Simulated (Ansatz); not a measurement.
## Effect of uniaxial strain ε_zz = +2.00 % on Os

The reference is Os in the hcp (Mg type) structure (space group P6_3/mmc, No. 194; a = 2.729 Å, c = 4.309 Å; relaxed with 0.1 eV smearing). Axes: x lies along a and z along c of the hexagonal cell.

Modification: uniaxial strain ε_zz = +2.00 %, all other strain components held at zero; the atoms relax in the strained cell.

The values are results of PBEsol (Ansatz, a first-principles code, PAW, without spin-orbit coupling), not measurements. k-mesh 24×24×14 (Γ-centred); smearing 0.1 eV (Fermi–Dirac).

The volume per atom grows by 0.278 Å³, from 13.90 Å³ to 14.17 Å³ and the space group stays P6_3/mmc (No. 194). The shortest interatomic distance rises by 3.5 pm, from 266.9 pm to 270.4 pm and the energy goes up by 14 meV/atom. The pressure (mean of the normal stresses, compression positive) goes from zero to -8.3 GPa and the band gap is still zero. The stress (xx, yy, zz, yz, xz, xy; compression positive) is (-4.4, -4.4, -16.3, 0.0, 0.0, 0.0) GPa.

No phonon test of stability was made. All final runs are without spin polarisation.
